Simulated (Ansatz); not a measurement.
The starting structures come from a database of crystals and need not be the phases stable at ambient conditions.

 Where the default PAW files enter, the runs use the earlier of Ansatz's two default sets.

## Evanescent states of BaBrF (P4/nmm, not sure to be the ambient phase, 6 atoms a cell, 25.7 Å³ an atom) along the normal of (100)

The numbers are results of r2SCAN (plane waves, PAW; Ansatz, a quantum-chemistry and plane-wave program), not measurements.

No gap correction and no spin-orbit coupling; mid-gap values are interpolated between computed energies.

Energies count from the valence-band top; κ is the least over a 8×4 mesh across the current.

| E (eV) | κ (1/Å) | where |
|---|---|---|
| 0.12 | 0.136 | Γ |
| 0.38 | 0.221 | Γ |
| 0.62 | 0.270 | Γ |
| 0.88 | 0.304 | Γ |
| 1.12 | 0.328 | Γ |
| 1.38 | 0.347 | Γ |
| 1.62 | 0.360 | Γ |
| 1.88 | 0.370 | Γ |
| 2.12 | 0.377 | Γ |
| 2.38 | 0.381 | Γ |
| 2.62 | 0.382 | Γ |
| 2.88 | 0.381 | Γ |
| 3.12 | 0.378 | Γ |
| 3.38 | 0.373 | Γ |
| 3.62 | 0.366 | Γ |
| 3.88 | 0.357 | Γ |
| 4.12 | 0.345 | Γ |
| 4.38 | 0.322 | Γ |
| 4.62 | 0.283 | Γ |
| 4.88 | 0.235 | Γ |
| 5.12 | 0.170 | Γ |
| 5.38 | 0.037 | Γ |

**Question.** How thick must the barrier be to attenuate the transmission by 10^8 when the electrodes' Fermi level lies at 4.88 eV, and what attenuation does that film give at 2.62 eV?

**Answer.** d = 8 ln 10 / (2 × 0.235) = 39.2 Å. At 2.62 eV it gives 8 × 0.382/0.235 = 13.0 decades.
